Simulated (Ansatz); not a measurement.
System: CsCl-type CoAl. Method: RPBE (Ansatz, an electronic-structure program, plane waves, PAW).

Numerical settings: plane-wave cutoff 520 eV, 20×20×20 k mesh, Fermi–Dirac smearing 0.05 eV, no spin polarisation, scalar-relativistic PAW data made under PBE.

Pressure at four volumes; x = ln(V/11.870 Å³). One pressure is withheld.

```csv
V (Å³/atom),x,P (GPa)
11.158,-0.0619,?
11.395,-0.0408,7.52
11.870,0.0000,0.01
12.582,0.0583,-8.67
```

Q: Pass a parabola P(x) through the three rows shown, estimate the bulk modulus and its pressure derivative near zero pressure, and predict the withheld pressure.

A: Slopes between the rows: (0.01 − (7.52))/(0.0000 − (-0.0408)) = -184.07 and (-8.67 − (0.01))/(0.0583 − (0.0000)) = -148.89 GPa. Their difference over the span 0.0991 is c = 35.18/0.0991 = 355.0 GPa, so P(x) = 7.52 + (-184.07)(x − (-0.0408)) + 355.0 (x − (-0.0408))(x − (0.0000)). At the middle row B = −dP/dx = −[-184.07 + 355.0 × 0.0408] = 169.6 GPa, and B′ = dB/dP = 2c/B = 4.2. At x = -0.0619 the parabola gives 11.87 GPa; the run gives 11.92 GPa. The Birch–Murnaghan fit to the energies at all volumes has B0 = 169 GPa and B′ = 4.3.

Measured, for comparison: bulk modulus 162 GPa (room temperature, not corrected to a static lattice; as tabulated in Yamada et al. (2019), arXiv:1910.09660). Computed (rounded) less measured: bulk modulus +4 %. A static lattice is as a rule a little smaller and stiffer than an uncorrected measurement, which narrows the difference in the bulk modulus and would widen misses of the other sign.
